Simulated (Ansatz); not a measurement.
Start from Mg₂Ge in the anti-fluorite structure (space group Fm-3m, No. 225; a = 6.421 Å).

The values are results of PBE (Ansatz, a first-principles code, PAW, no spin-orbit coupling), not measurements.

One change was made to it. Results:

The band gap changes from 0.17 eV to zero; the shortest interatomic distance falls by 23.4 pm (278.0 pm → 254.6 pm).

### Question
What was done to the base?
(A) pressure 4.5 GPa
(B) pressure −1 GPa
(C) pressure 2.1 GPa
(D) pressure 22.5 GPa

### Answer
D, pressure 22.5 GPa. For comparison, the band gap in the other runs: pressure 2.1 GPa gives 0.13 eV; pressure −1 GPa gives 0.18 eV; pressure 4.5 GPa gives 0.09 eV.

The mesh was chosen for an insulator and is coarse for the gapless case. Load acts through the strain it causes; cell and atoms are relaxed under it. Stability against distortions was not tested. Competing high-pressure phases were not computed. All final runs are without spin polarisation. The zero or small gap of Mg2Ge can change with the level of theory.
